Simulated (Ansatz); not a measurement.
# How far to go with the k-point mesh: CdAu (P4mm, 2 atoms in the cell)

```
CELL_PARAMETERS angstrom
      3.35088     0.00000     0.00000
      0.00000     3.35088     0.00000
      0.00000     0.00000     3.35088
ATOMIC_POSITIONS crystal
  Cd 0.00000 0.00000 0.01492
  Au 0.50000 0.50000 0.50000
```

Method: LDA (PW92), default PAW files made with PBE (plane waves; Ansatz, a quantum-chemistry and plane-wave program).

Base settings: basis.ecutwfc = 420 eV; kpoints.mp_grid.grid = 10 10 10; hamiltonian.xc = lda; hamiltonian.pseudopotentials = {kind: paw} (the program's default PAW files); scf.occupations.method = fermi_dirac; scf.occupations.width = 0.1 eV.

The second cell is the first with its lattice scaled by 0.98.

Only quantities that move along the ladder and can be compared are tabulated.

The count of work is k-points × plane waves × bands × iterations; it is no time. Core times come from one kind of shared machine, to one figure; runs under 30 s give none.

The starting cell comes from a database of computed structures (which also holds hypothetical and non-ambient phases and stackings), without a prior relaxation at this level. Its lattice was rescaled by up to half a per cent. One atom was moved a little off its site on purpose. In the base run, with a pressure of about -7 GPa the cell is away from its equilibrium volume at this level. Ansatz's pressure includes its estimate of the finite-basis (Pulay) stress.

```csv
kpoints.mp_grid.grid,free energy less the last step's (meV/atom),energy of the compressed cell less the first (meV/atom),pressure (GPa),largest difference of a force vector from the last step's (eV/Å),count of work / last,core time / last (rough)
2 2 2,247.27,-50.59,-10.76,0.011,0.0027,–
3 3 3,135.75,-37.28,-8.57,0.016,0.0023,–
4 4 4,3.03,-21.85,-6.06,0.017,0.0069,–
5 5 5,-16.77,-25.16,-6.82,0.004,0.0069,–
6 6 6,16.45,-26.08,-6.88,0.005,0.015,–
7 7 7,-1.23,-29.15,-7.35,0.001,0.015,–
8 8 8,-1.60,-26.65,-6.96,0.001,0.029,–
9 9 9,1.30,-25.39,-6.80,0.001,0.029,–
10 10 10,0.20,-27.14,-7.04,0.000,0.048,–
12 12 12,-1.13,-26.55,-6.95,0.000,0.075,–
13 13 13,-0.12,-26.95,-7.01,0.001,0.075,–
14 14 14,1.19,-26.75,-6.97,0.000,0.11,–
17 17 17,0.19,-26.75,-6.97,0.000,0.16,–
19 19 19,-0.07,-26.78,-6.97,0.000,0.21,0.2
21 21 21,0.00,-26.73,-6.97,0.000,0.28,0.3
24 24 24,-0.06,-26.71,-6.97,0.000,0.45,0.5
26 26 26,-0.02,-26.72,-6.97,0.000,0.57,0.6
29 29 29,0.00,-26.70,-6.97,0.000,0.69,0.7
32 32 32,0.00,-26.72,-6.97,0.000,1.0,1
```

Coarsest kpoints.mp_grid.grid that holds the energy of the compressed cell less the first within 0.5 meV/atom of the last step, with all finer ones: 10 10 10, at 0.048 of the last step's count of work; the step before is off by 1.3 meV/atom.

Coarsest kpoints.mp_grid.grid that holds the pressure within 0.5 GPa of the last step, with all finer ones: 5 5 5, at 0.0069 of the last step's count of work; the step before is off by 0.91 GPa.

Coarsest kpoints.mp_grid.grid that holds the free energy within 2 meV/atom of the last step, with all finer ones: 7 7 7, at 0.015 of the last step's count of work; the step before is off by 16 meV/atom.

The energy difference between the two cells stays within 1 meV/atom of the last step's from 10 10 10 on, the total only from 17 17 17 on: much of the error is common to both cells and cancels.

Keys are those of Ansatz 0.2.
